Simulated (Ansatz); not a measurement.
Consider Rh-vacancy pair (Rh on one host Al site, one Al site vacant) in fcc Al, neutral cell. These are PBE, PAW (plane waves to 420 eV; Ansatz, a quantum-chemistry and plane-wave program) values and carry that method's errors.

32-site cell at the relaxed PBE lattice, a 3×3×3 k-point mesh shifted by half a step, smearing 0.10 eV, spin-restricted, no finite-size correction. No zero-point or tunnelling terms. Forms of the defect that were not tried may lie lower.

Barriers: single points on a 5×5×5 k-point mesh shifted by half a step at the bands' geometries.

The step: Rh and the vacancy change places (Rh-vacancy distance between ideal sites 2.86 Å throughout); the atom moves 3.21 Å along (0.00, 0.56, 0.56) of the unit cell; the moving atom starts with neighbours Al at 2.66, 4 Al at 2.72, 6 Al at 2.80 Å and ends with Al at 2.66, 4 Al at 2.72, 6 Al at 2.80 Å.

Q: What is the computed migration barrier of this step (PBE, PAW)?

A: 1.20 eV, the same both ways. At the saddle the moving atom has neighbours 2 Al at 2.43, 2 Al at 2.51, 2 Al at 2.64 Å. The saddle point's order was not checked, and it lies on a symmetry element of the cell, where a band can be held.
